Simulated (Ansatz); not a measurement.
## W: response to strain

Consider W in the bcc (W type) structure (space group Im-3m, No. 229; a = 3.1353 Å; relaxed with 0.1 eV smearing). Axes: x, y, z lie along the cube axes.

Strains are applied to the cell and any free atomic positions relax; under biaxial strain the out-of-plane vector relaxes too.

Computed with Kohn–Sham DFT with the LDA functional, run in Ansatz (a quantum-chemistry and plane-wave program) with PAW and 420 eV plane waves, no SOC.

Notes on the quantities. pressure: mean of the normal stresses, compression positive; energy relative to the base: free energy F.

```tsv
change	pressure	energy relative to the base	volume per atom
base	0.0 GPa	0 meV/atom	15.41 Å³
biaxial strain −3.00 %, plane normal [001], relaxed out of plane	13.0 GPa	+55 meV/atom	14.88 Å³
biaxial strain −2.50 %, plane normal [001], relaxed out of plane	10.8 GPa	+38 meV/atom	14.97 Å³
biaxial strain −2.00 %, plane normal [001], relaxed out of plane	8.5 GPa	+24 meV/atom	15.05 Å³
biaxial strain −1.50 %, plane normal [001], relaxed out of plane	6.3 GPa	+14 meV/atom	15.14 Å³
biaxial strain −0.50 %, plane normal [001], relaxed out of plane	2.1 GPa	+1.5 meV/atom	15.32 Å³
biaxial strain +0.50 %, plane normal [001], relaxed out of plane	-2.0 GPa	+1.5 meV/atom	15.50 Å³
biaxial strain +1.00 %, plane normal [001], relaxed out of plane	-3.9 GPa	+5.8 meV/atom	15.60 Å³
biaxial strain +1.50 %, plane normal [001], relaxed out of plane	-5.8 GPa	+13 meV/atom	15.70 Å³
biaxial strain +3.00 %, plane normal [001], relaxed out of plane	-11.0 GPa	+50 meV/atom	15.99 Å³
```

No phonon test of stability was made. All final runs are without spin polarisation.
